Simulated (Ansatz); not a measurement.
Structure of amorphous IGZO (In$_{18}$Ga$_{18}$Zn$_{18}$O$_{72}$) (periodic cell):

```xyz
126
Lattice="11.7524 0.0000 0.0000 0.0000 11.7524 0.0000 0.0000 0.0000 11.7524" Properties=species:S:1:pos:R:3 pbc="T T T"
In     1.7416     7.9774     9.8354
In     0.0606     6.7782     3.6689
In     6.0520     3.6394    10.1704
In     8.0290     6.3328    10.0572
In     8.2141     3.5328     4.1671
In     2.4580     3.4308     9.6319
In     4.9131     6.0622     8.1406
In     1.2134     5.7989     0.5634
In     6.4911     4.9546     1.6524
In     6.4291     0.9279     5.1394
In     4.3979     6.5589    11.4606
In     3.1121     7.5940     5.9722
In     8.4895    11.4478     2.8476
In     5.0556     9.2794     9.9698
In     9.1134     9.4228     5.5978
In     2.5364     0.5689     1.5619
In     5.5907     9.8949     6.4108
In     7.0370     0.6630     8.8166
Ga     7.1856     8.3010     0.8827
Ga     7.9757     8.8601     8.5934
Ga    11.0483     5.0730     9.4289
Ga     5.0065     4.0088     5.1049
Ga     0.9770     1.3137     7.6168
Ga     3.7591     3.5744     1.0585
Ga     8.5942     7.4247     3.3865
Ga     9.9886     9.1767    11.1023
Ga     8.1962     4.1532     7.3164
Ga     8.5421     2.3926     0.3125
Ga    10.4814     5.9491     6.2908
Ga     0.3720     0.4474     4.3118
Ga     1.5620    11.5648    10.3319
Ga    11.1498     0.2641     0.8699
Ga     0.1740     2.9634    11.6855
Ga     2.7647    10.2203     7.8086
Ga     6.0187     6.7958     5.2771
Ga     3.5334    10.5435     4.1674
Zn    11.1073     9.7663     3.0161
Zn     9.7738     2.2882     9.4292
Zn     5.1160    10.0963     1.5445
Zn    10.3401    10.9918     8.6080
Zn     2.0309     8.6999     1.7657
Zn    10.8552     8.0109     8.3896
Zn    11.6144     3.1309     2.6993
Zn     4.2439     1.3318     7.3780
Zn     7.8446    11.0271    11.5395
Zn     3.3042     5.8468     3.3088
Zn     5.9063     1.4424     1.7103
Zn     9.3282     1.0899     6.3048
Zn     1.9332     4.6169     6.3151
Zn     2.9054     2.3281     4.2059
Zn     4.5988     0.7262    10.6925
Zn    11.3040     3.1458     5.4167
Zn     0.3965     9.0047     6.0217
Zn     9.7076     5.3680     1.0235
O      1.9363     2.9612     7.6169
O     11.4741     8.8489    10.0840
O      6.3388     4.3686     3.7186
O      1.6847     8.6789     7.6653
O      0.8091     6.0631    10.2844
O      5.3823     8.4835     0.2418
O     10.5499     9.6245     7.2240
O      2.2565     3.9029     0.0122
O      0.2390     3.3792     9.8866
O      0.9204     2.2626     4.1566
O      3.5905     2.2881     2.3435
O      7.0099     4.8793     8.6499
O      5.3904    10.8739     4.4424
O      7.0875     1.5689     3.3082
O      3.2175     4.3017     4.6566
O      1.4619     7.8698     4.7793
O      1.5348     5.6971     2.6087
O      4.6239     2.1913     5.5007
O      0.6738     1.7804     1.3020
O      7.8229     2.3889    10.3120
O      9.1803     9.2917     3.4107
O      2.4891     7.5119     0.2363
O      9.8058     3.8511     8.2988
O      0.2187     0.3430     9.0938
O      8.5113    11.5516     5.0251
O      7.5908     7.6615     4.9220
O      8.3409     3.8793     1.4241
O     11.7129    10.4833     4.7810
O      4.5737    10.1983     8.2169
O      8.7161     7.8995    11.6478
O      7.1177    10.0752     1.5434
O     11.3667     6.1675     7.9126
O      3.8924     7.4570     9.6044
O      0.1615     4.9709     5.4368
O      5.2138     1.8883     9.1417
O     10.0809     2.8484     3.8837
O      9.7089     5.2931    10.7885
O      6.4032     5.6118    11.3396
O      3.3671     9.7603     5.8347
O      7.2030     6.9555     2.1536
O      3.0080     5.9077     7.2174
O      9.8753    10.6626     0.4592
O      2.5530    10.0794     9.8522
O      2.5269     0.2879     7.3497
O      0.2046     8.3449     2.0920
O      7.6006     9.7604     7.0513
O      3.4458     9.7530     2.4652
O      9.8839     6.2250     2.7973
O      5.2575     7.7612     6.7477
O      8.8593    10.0975     9.7770
O      5.4842     3.0174     0.4654
O     10.4845     7.5722     5.3251
O      2.6883     1.3308    10.5153
O      9.0069     7.3405     8.4574
O      7.8709     2.5773     6.1691
O      4.5541     0.1513     0.8708
O      1.0762    11.1586     0.3692
O      8.9061     5.0577     5.8468
O      5.9723     0.3034     7.0431
O      4.4516     7.0115     4.2766
O      6.2162    11.1730    10.3576
O      2.3223     0.1723     3.7238
O      7.8442     0.8288     1.0072
O     10.3001     1.8139    11.5100
O      6.6041     7.9445     9.4418
O     10.7485     0.0730     2.7311
O     11.3685     1.3319     6.2863
O      4.2032     4.6706     9.7532
O      4.3155     5.3335     1.5373
O      9.0854     0.7870     8.2745
O      5.8529     5.1539     6.2735
O     11.4153     4.3219     1.1239
```

Calculation: PBE, scalar-relativistic without spin-orbit coupling (plane waves to 420 eV, PAW; Ansatz, a first-principles code).

The cell was made by melting and quenching with the CHGNet potential and then relaxed with DFT. O atoms were pushed apart under 1.9 Å during the dynamics, to hinder bonds among them. The hot cell started wider than the set density and was brought back towards it in steps. It is the lowest in DFT energy of 4 quenches. It is a model cell: composition and starting density were chosen by hand, and all elements were melted together. No dispersion term was used. Its density started from a set value of 5.90 and ended at 5.78 g/cm³. Cooling (nominally 170 K/ps over its main leg) ran many orders faster than in experiment, which tends to leave more defects and strain. Values belong to this one cell and scatter from quench to quench. The volume was free in the relaxation, at fixed shape. Stress components on the final sampling reach 1.4 GPa.

Cut-offs for bonds: In-In 3.12 Å, In-Ga 2.90 Å, In-Zn 2.90 Å, In-O 2.66 Å, Ga-Ga 2.68 Å, Ga-Zn 2.68 Å, Ga-O 2.44 Å, Zn-Zn 2.68 Å, Zn-O 2.40 Å, O-O 1.58 Å. Two cations that share two anions don't count as bonded, nor two that share one unless they lie closer than In-In 3.04 Å, In-Ga 2.82 Å, In-Zn 2.82 Å, Ga-Ga 2.61 Å, Ga-Zn 2.61 Å, Zn-Zn 2.61 Å.

Problem. Give the coordination numbers, mean bond lengths and angles.

Solution. 
```yaml
Mean coordination of In by anions: 5.72 (5 with 5, 13 with 6)
Mean coordination of Ga by anions: 4.28 (13 with 4, 5 with 5)
Mean coordination of Zn by anions: 4.11 (1 with 3, 14 with 4, 3 with 5)
Mean coordination of O: 3.53 (34 with 3, 38 with 4)
Mean In-O bond: 2.227 Å (spread 0.114 Å, 103 counted)
Mean Ga-O bond: 1.920 Å (spread 0.090 Å, 77 counted)
Mean Zn-O bond: 2.035 Å (spread 0.085 Å, 74 counted)
Bond angle at In: mean 104.7°, spread 30.3°
Bond angle at Ga: mean 108.2°, spread 19.0°
Bond angle at Zn: mean 108.2°, spread 21.8°
Bond angle at O: mean 110.6°, spread 15.2°
```

Problem. List the pairs of like atoms that count as bonded by the rules above.

Solution. There are none by these rules.
